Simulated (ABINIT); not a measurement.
A working ABINIT input for GaPt3 (Pm-3m, 4 atoms in the cell) (DFT, LDA (PW92), plane waves, PAW (JTH v2.0 LDA PAW)):

```
# GaPt3, JTH v2.0 LDA PAW
pp_dirpath "./"
pseudos "Ga.LDA_PW-JTH.xml, Pt.LDA_PW-JTH.xml"
acell 4.0001980000 4.0001980000 4.0001980000 Angstrom
rprim
         1.0000000000    0.0000000000    0.0000000000
         0.0000000000    1.0000000000    0.0000000000
         0.0000000000    0.0000000000    1.0000000000
natom 4
ntypat 2
znucl 31 78
typat 1 2 2 2
xred
         0.0000000000    0.0000000000    0.0000000000
         0.0000000000    0.5000000000    0.5000000000
         0.5000000000    0.0000000000    0.5000000000
         0.5000000000    0.5000000000    0.0000000000
ecut 21
pawecutdg 42
pawxcdev 0
occopt 3
tsmear 0.00367493
nband 29
kptopt 1
ngkpt 7 7 7
nshiftk 1
shiftk 0 0 0
nstep 100
tolvrs 1.0e-11
prtwf 0
prtden 0
enunit 1
```

The run converged in 18 iterations: free energy E − TS -4378.86 eV; Fermi level (on the code's own zero) 7.80 eV; pressure -20.80 GPa. Each of these slips is then made, one at a time:

(1)
```diff
-shiftk 0 0 0
+kshift 0 0 0
```

(2)
```diff
-acell 4.0001980000 4.0001980000 4.0001980000 Angstrom
+acell 4.0001980000 4.0001980000 4.0001980000
```

**Question.** What happens in each case?

**Answer.** 
(1) A keyword that the program does not know. The program stopped before any SCF iteration.
```
Found token: `KSHIFT` in the input file.
This name is not one of the registered input variable names (see https://docs.abinit.org/).
Action: check your input file. Perhaps you mistyped the input variable,
or specified "img", although this was not permitted for this input variable.
```

(2) Cell lengths in the wrong unit (bohr against Å). The program stopped before any SCF iteration.
```
PAW SPHERES ARE OVERLAPPING!
There are    72 pairs of overlapping atoms.
The maximum overlap percentage is obtained for the atoms   1 and   2.
| Distance between atoms   1 and   2 is  :   2.82857
| PAW radius of the sphere around atom   1 is:   2.10359
| PAW radius of the sphere around atom   2 is:   2.51622
| This leads to a (voluminal) overlap ra [...]
```

The starting cell comes from a database of computed structures (which also holds hypothetical and non-ambient phases and stackings), without a prior relaxation at this level. Its lattice was rescaled by a random factor within 2.5 % of one. Spin polarisation is off. In the base run, with a pressure of about -21 GPa the cell is away from its equilibrium volume at this level.

Left out of this page: 4 runs of the series outside the window shown, repeating another row's setting, or not comparable; 1 run of the series stopped by limits of time or memory.
